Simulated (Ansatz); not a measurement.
The reference is MoP (space group P-6m2, No. 187; a = 3.2063 Å, c = 3.1738 Å).

Perturbation: Bi takes the place of P on all its sites; the structure is relaxed again.

Levels (all Ansatz, an electronic-structure program, PAW): PBEsol (420 eV, no spin-orbit coupling); PBEsol+SOC (420 eV, with spin-orbit coupling).

The geometry is relaxed with PBEsol.

| Property | Value |
|---|---|
| PBEsol pressure | 0.0 GPa |

Q: What does PBEsol+SOC give at this geometry for the pressure?

A: The pressure goes from zero to -0.2 GPa.

Single points use the geometry relaxed with PBEsol. The spin-orbit shifts are approximate. Stability against distortions was not tested. As relaxed here, BiMo is a hypothetical phase, not in the database extracts checked. The runs without spin-orbit coupling are not spin-polarised. An odd electron count without spin: BiMo and MoP. BiMo has a high density of states at the Fermi level and may be magnetic at this level.
